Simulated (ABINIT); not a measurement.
Input and output of a self-consistent single point for GaSb (F-43m, 2 atoms in the cell) (ABINIT).

Method: PBE, spin-orbit coupling, norm-conserving pseudopotentials (PseudoDojo nc-fr-04 PBE standard) (plane waves; ABINIT 10.0.3).

```xyz
2
Lattice="0.0000 3.0557 3.0557 3.0557 0.0000 3.0557 3.0557 3.0557 0.0000" Properties=species:S:1:pos:R:3 pbc="T T T"
Ga     0.0000     0.0000     0.0000
Sb     4.5836     4.5836     4.5836
```

Reference input (self-consistent single point, DFT, PBE, plane waves, norm-conserving pseudopotentials (PseudoDojo nc-sr-05 PBE standard)): pseudos = [Ga.upf, Sb.upf]; ecut = 80 Ry; occopt = 7; tsmear = 0.1 eV; ngkpt = 9 9 9; nshiftk = 1; shiftk = 0 0 0; potentials = PseudoDojo nc-sr-05 PBE standard; nband = 19; kptopt = 1; nstep = 100; tolvrs = 1e-12. This run's input differs from it in these lines:

```diff
@@ -1,2 +1,2 @@
-# GaSb, PseudoDojo nc-sr-05 PBE standard
+# GaSb, PseudoDojo nc-fr-04 PBE standard
 pp_dirpath "./"
@@ -16,5 +16,7 @@
 ecut 80 Ry
+nspinor 2
+nspden 1
 occopt 7
 tsmear 0.1 eV
-nband 19
+nband 44
 kptopt 1
```

Its files differ too (potentials: PseudoDojo nc-sr-05 PBE standard → PseudoDojo nc-fr-04 PBE standard).

Output, abridged:

```
--- !BeginCycle
solver: {iscf: 7, nstep: 100, nline: 4, wfoptalg: 0, }
tolerances: {tolvrs: 1.00E-12, }
...

     iter   Etot(hartree)      deltaE(h)  residm     vres2
 ETOT  1  -166.13072783198    -1.661E+02 5.209E-01 3.399E+02
 ETOT  2  -167.29502407486    -1.164E+00 5.166E-02 5.077E+02
 ETOT  3  -167.35159317534    -5.657E-02 8.505E-02 8.289E+01
 ETOT  4  -167.35952848095    -7.935E-03 4.936E-03 1.973E+01
 ETOT  5  -167.36198352078    -2.455E-03 1.703E-03 2.993E-01
   [... 4 lines left out ...]
 ETOT 10  -167.36202579265    -4.306E-11 7.870E-04 3.531E-08
 ETOT 11  -167.36202579264     4.974E-12 6.218E-04 1.294E-09
 ETOT 12  -167.36202579265    -4.519E-12 5.886E-04 2.252E-11
 ETOT 13  -167.36202579265     8.242E-13 4.078E-04 4.921E-13
 At SCF step   13       vres2   =  4.92E-13 < tolvrs=  1.00E-12 =>converged.

 Cartesian components of stress tensor (hartree/bohr^3)
  sigma(1 1)= -8.68226623E-05  sigma(3 2)=  0.00000000E+00
  sigma(2 2)= -8.68226623E-05  sigma(3 1)=  0.00000000E+00
  sigma(3 3)= -8.68226623E-05  sigma(2 1)=  0.00000000E+00

 ----iterations are completed or convergence reached----

 reduced coordinates (array xred) for    2 atoms
       0.000000000000      0.000000000000      0.000000000000
       0.750000000000      0.750000000000      0.750000000000
 cartesian forces (eV/Angstrom) at end:
    1      0.00000000000000     0.00000000000000    -0.00000000000000
    2     -0.00000000000000    -0.00000000000000     0.00000000000000
 frms,max,avg= 1.1478691E-27 1.7983652E-27   0.000E+00  0.000E+00  0.000E+00 e/A
   [... lines left out ...]
 Fermi (or HOMO) energy (hartree) =   0.10793   Average Vxc (hartree)=  -0.34670
 Fermi (or HOMO) energy (eV) =   2.93683   Average Vxc (eV)=  -9.43432
   [... lines left out ...]
total_energy        : -1.67362025792646E+02
total_energy_eV     : -4.55415232743092E+03
band_energy         : -1.47581561826579E+01
...

-Cartesian components of stress tensor (GPa)         [Pressure=  2.5544E+00 GPa]
- sigma(1 1)= -2.55441049E+00  sigma(3 2)=  0.00000000E+00
- sigma(2 2)= -2.55441049E+00  sigma(3 1)=  0.00000000E+00
- sigma(3 3)= -2.55441049E+00  sigma(2 1)=  0.00000000E+00

 Calculation completed.
```

The run converged in 13 iterations. Against the reference run the pressure hardly changes (2.46 to 2.55 GPa).

The starting cell comes from a database of computed structures (which also holds hypothetical and non-ambient phases and stackings), without a prior relaxation at this level. Its lattice was rescaled by a random factor within 2.5 % of one. The run gives no clean gap (levels at the Fermi energy touch, overlap or are partly filled at this smearing), which alone does not show that the compound is a metal.

Cost on one core of a shared machine: roughly 10 min.
